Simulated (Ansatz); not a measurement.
An ideal cubic perovskite cell is held by its symmetry; such compounds can tilt or shift off centre at room temperature. The starting structures come from a database of crystals and need not be the phases stable at ambient conditions.

 Where the default PAW files enter, the runs use the earlier of Ansatz's two default sets.

Crystal: KCdF3 (Pm-3m, cubic perovskite, not sure to be the ambient phase, 5 atoms a cell, 16.8 Å³ an atom); planes in its conventional cell.

Level of theory: r2SCAN (plane waves, PAW; Ansatz, a quantum-chemistry and plane-wave program).

The gap is the functional's own. No spin-orbit coupling. Mid-gap values are interpolated on the energy grid.

| plane | area of the cell (Å²) | mid-gap κ (1/Å) | largest κ in the gap (1/Å) |
|---|---|---|---|
| (110) | 27.2 | 0.42 | 0.44 |
| (001) | 19.2 | … | … |
| (111) | 33.3 | 0.42 | … |

**Question.** The slowest decay depends on the direction. Supply the withheld values.

**Answer.** 
- (001), mid-gap κ (1/Å): 0.45
- (001), largest κ in the gap (1/Å): 0.45
- (111), largest κ in the gap (1/Å): 0.45
